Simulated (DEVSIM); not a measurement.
System: GaAs p-n junction from an implanted or diffused profile, at 300 K.

```tsv
layer (left to right)	material	thickness (μm)	Nd (cm⁻³)	τn (s)	τp (s)
1	GaAs	4.20	1.4e14	9.4e-8	9.4e-8
```

Added acceptor profile: 1.9e16 cm⁻³ × exp(−(x − 0 μm)²/(2·(0.088 μm)²)). Left contact: ohmic. Right contact: ohmic. Voltage is applied to the left contact. Recombination: SRH at mid-gap. Mobility is μmin + (μ − μmin)/(1 + (N/Nref)^α).

The device is made up for the run: typed textbook-type constants, with dimensions and the other settings drawn at random. Values at 300 K.

```
parameter        GaAs
-------------  ------
gap (eV)        1.424
affinity (eV)    4.07
permittivity     12.9
Nc (cm⁻³)      4.7e17
Nv (cm⁻³)        9e18
μn (cm²/Vs)      8500
μp (cm²/Vs)       400
μn,min            500
μp,min             20
Nref,n           6e16
Nref,p         1.5e17
αn               0.39
αp               0.38
```

DEVSIM, 1D drift-diffusion, Boltzmann statistics, complete ionisation; no tunnelling, impact ionisation, image-force lowering or self-heating.

Question: Tabulate band edges, carrier densities and field at 1.05 V on the left contact.

Answer: Energies count from the Fermi level of the right contact; mesh points crowd at the junctions.

| x (μm) | Ec (eV) | Ev (eV) | n (cm⁻³) | p (cm⁻³) | field (V/cm) |
|---|---|---|---|---|---|
| 0.000 | 0.215 | -1.210 | < 1e2 | 1.9e16 | -1100 |
| 0.01593 | 0.213 | -1.211 | 3.7e12 | 1.8e16 | -1200 |
| 0.03685 | 0.210 | -1.214 | 9.2e12 | 1.6e16 | -1600 |
| 0.06429 | 0.204 | -1.220 | 1.8e13 | 1.3e16 | -2300 |
| 0.1125 | 0.191 | -1.233 | 4.4e13 | 7.5e15 | -3200 |
| 0.1602 | 0.175 | -1.249 | 9.4e13 | 4.1e15 | -3300 |
| 0.2094 | 0.160 | -1.264 | 1.8e14 | 2.3e15 | -2700 |
| 0.2746 | 0.146 | -1.278 | 3.2e14 | 1.3e15 | -1600 |
| 0.3238 | 0.140 | -1.284 | 4.2e14 | 1.0e15 | -1100 |
| 0.3696 | 0.136 | -1.288 | 5.0e14 | 8.4e14 | -700 |
| 0.4199 | 0.133 | -1.291 | 5.7e14 | 7.4e14 | -420 |
| 0.5633 | 0.130 | -1.294 | 6.6e14 | 6.1e14 | -53 |
| 0.7946 | 0.131 | -1.293 | 6.7e14 | 5.5e14 | 86 |
| 1.251 | 0.136 | -1.288 | 6.2e14 | 4.8e14 | 120 |
| 2.417 | 0.153 | -1.271 | 4.5e14 | 3.2e14 | 170 |
| 3.197 | 0.169 | -1.255 | 3.3e14 | 2.0e14 | 260 |
| 3.640 | 0.183 | -1.241 | 2.4e14 | 1.3e14 | 370 |
| 3.892 | 0.194 | -1.230 | 1.9e14 | 8.2e13 | 470 |
| 4.070 | 0.203 | -1.221 | 1.6e14 | 4.1e13 | 530 |
| 4.137 | 0.206 | -1.218 | 1.5e14 | 2.1e13 | 550 |
| 4.172 | 0.208 | -1.216 | 1.4e14 | 9.6e12 | 550 |
| 4.200 | 0.210 | -1.214 | 1.4e14 | < 1e2 | 550 |
